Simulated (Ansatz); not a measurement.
Take Lu in the hcp (Mg type) structure (space group P6_3/mmc, No. 194; a = 3.443 Å, c = 5.367 Å; relaxed with 0.1 eV smearing) as the base. Axes: x lies along a and z along c of the hexagonal cell.

Computed with Ansatz (a first-principles code) PBEsol, no spin-orbit coupling.

Base values:

* **Shortest interatomic distance**: 3.340 Å

Perturbation: tensor shear ε_xz = +0.57 % (engineering shear γ = 0.0114), atoms relaxed at fixed cell.

Q: How does this affect the energy relative to the base?

A: The energy grows by 0.4 meV/atom.

Q: Predict the new stress.

A: The stress (xx, yy, zz, yz, xz, xy; compression positive) amounts to (0.0, 0.0, 0.0, 0.0, -0.4, 0.0) GPa.

Q: How does this affect the shortest interatomic distance?

A: The shortest interatomic distance drops by 0.016 Å (3.340 Å → 3.324 Å).

The cells carry an imposed strain or load. No phonon test of stability was made.
